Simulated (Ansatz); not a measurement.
## HgS: energy against strain

HgS (zinc blende, F-43m, 25.359 Å³/atom at rest, cube axes along x, y and z) under a strain ε along a cube axis (axis z), the other axes held. PBEsol in Ansatz, a plane-wave DFT program (PAW, default set), 420 eV, 10×10×10 Γ-centred mesh, Fermi-Dirac smearing 0.05 eV; ions are relaxed within the symmetry of each cell.

Here s stands for strain and y for E less E0.

| strain (%) | E less E0 (meV/atom) |
|---|---|
| -3.00 | ? |
| -1.50 | 1.28 |
| -1.00 | 0.57 |
| -0.50 | 0.14 |
| 0.00 | 0.00 |
| 0.50 | 0.14 |
| 1.00 | 0.56 |
| 1.50 | 1.25 |

The 7 complete rows are fitted with a parabola, y against s. Least squares gives y = 0.000 - 0.0079·s + 0.5624·s². Residuals (row less fit): 0.003, 0.000, -0.005, 0.000, 0.003, 0.006, -0.004; standard error 0.005 (degrees of freedom: 4). Twice the quadratic coefficient over the volume, 2 × 0.5624 meV × 10⁴ × 0.1602 / 25.359 Å³, is the elastic constant C11 = 71 ± 0.3 GPa.

Problem. Predict the withheld y at s = -3.00 from the fit, and compare with the calculation.

Solution. y = 0.000 - 0.0079 × (-3.0) + 0.5624 × (-3.0)² = 5.085 meV/atom. The calculation gives 5.20 meV/atom, 0.115 meV/atom above the prediction (2.2 % of the range of y in the table). The row lies outside the fitted rows, so this is an extrapolation. The fitted rows scatter only by rounding.

One order more, fitted to all 13 runs of the series, follows each within 0.01, so the miss is the next term of a smooth law. This level leaves no gap over 0.05 eV at strain -3.00, -1.50, -1.00, -0.50, 0.00, 0.50, 1.00, 1.50, where the mesh may be coarse. HgS is here metacinnabar; cinnabar is the stable form. Rows are the converged runs of the series near zero and its far end; series whose fitted rows scatter by over a few per cent of the range, as at a crossing or softening among them, aren't shown in this form. Most that stay on the fit to the last digits aren't either.
